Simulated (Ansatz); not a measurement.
# FeSi (model structure, started from the CoSn type, P6/mmm, No. 191, 6 atoms in the cell)

Computed with PBEsol (Ansatz, an electronic-structure program, PAW).

Numerical settings: plane-wave cutoff 500 eV, 12×12×10 k mesh (along the axes of the cell as run), Fermi–Dirac smearing 0.05 eV, spin-polarised with parallel moments, scalar-relativistic PAW data made under PBE.

Cell (relaxed at this level):

```
CELL_PARAMETERS angstrom
      4.78546     0.00000     0.00000
     -2.39273     4.14433     0.00000
      0.00000     0.00000     3.81181
ATOMIC_POSITIONS crystal
  Fe 0.50000 0.00000 0.00000
  Fe 0.50000 0.50000 0.00000
  Fe 0.00000 0.50000 0.00000
  Si 0.00000 0.00000 0.00000
  Si 0.33333 0.66667 0.50000
  Si 0.66667 0.33333 0.50000
```

```json
{
  "band_gap": "zero (no gap)"
}
```

Note: the magnetic order was assumed, not searched for or taken from measurement; a magnet's gap depends somewhat on the PAW data; the moments ended far under their starting size, a low-moment state that need not be the lowest; the relaxation could raise the start's symmetry but not lower it, so the cell can be a saddle point.

Static lattice: no zero-point or thermal effects.

The result took very roughly 7 core-minutes.

A model structure was made by putting elements into a prototype or built by hand; it is no filed structure, need not be a known phase, and can be a saddle point held by its symmetry.
